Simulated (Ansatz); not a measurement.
Hypothetical fluorite ZrS2, thickness series

Take ZrS2 in the fluorite structure (space group Fm-3m, No. 225; a = 6.2633 Å; a hypothetical phase, not in the database extracts checked) as the base. Axes: x, y, z lie along the cube axes.

Free-standing slabs (3 atom(s) a layer) normal to [111] with 15 Å of vacuum; in-plane cell held at bulk.

The values are results of Kohn–Sham DFT with the PBE functional, run in Ansatz (a program for electronic structure) with PAW and 420 eV plane waves, scalar-relativistic without spin-orbit coupling, earlier PAW set, not measurements.

Notes on the quantities. excess energy per area of both faces: slab less bulk energy over the cell's area: twice a surface energy; uncertain by up to 0.2 J/m².

```json
[
 {"variant": "base", "thickness between the outermost nuclei": "–", "excess energy per area of both faces": "–", "gap character": "–", "band gap": "zero"},
 {"variant": "1 layer", "thickness between the outermost nuclei": "2.02 Å", "excess energy per area of both faces": "–", "gap character": "indirect, K–Γ (42 % along) → Γ", "band gap": "1.18 eV"},
 {"variant": "2 layers", "thickness between the outermost nuclei": "5.41 Å", "excess energy per area of both faces": "0.41 J/m²", "gap character": "indirect, k = (0, 1/3, 0) in the run's primitive reciprocal basis → Γ", "band gap": "1.08 eV"},
 {"variant": "3 layers", "thickness between the outermost nuclei": "9.05 Å", "excess energy per area of both faces": "0.4 J/m²", "gap character": "indirect, M → Γ", "band gap": "0.83 eV"},
 {"variant": "4 layers", "thickness between the outermost nuclei": "12.66 Å", "excess energy per area of both faces": "0.4 J/m²", "gap character": "indirect, M → Γ", "band gap": "0.62 eV"},
 {"variant": "5 layers", "thickness between the outermost nuclei": "16.28 Å", "excess energy per area of both faces": "0.4 J/m²", "gap character": "indirect, M → Γ", "band gap": "0.39 eV"},
 {"variant": "6 layers", "thickness between the outermost nuclei": "19.90 Å", "excess energy per area of both faces": "0.4 J/m²", "gap character": "indirect, M → Γ", "band gap": "0.27 eV"}
]
```

The excess energy carries the mismatch between the slab's and the bulk's meshes. Stability against distortions was not tested. All final runs are without spin polarisation. The zero or small gap of ZrS2 can change with the level of theory. Labels are those of the standard path for the cell's own space group.
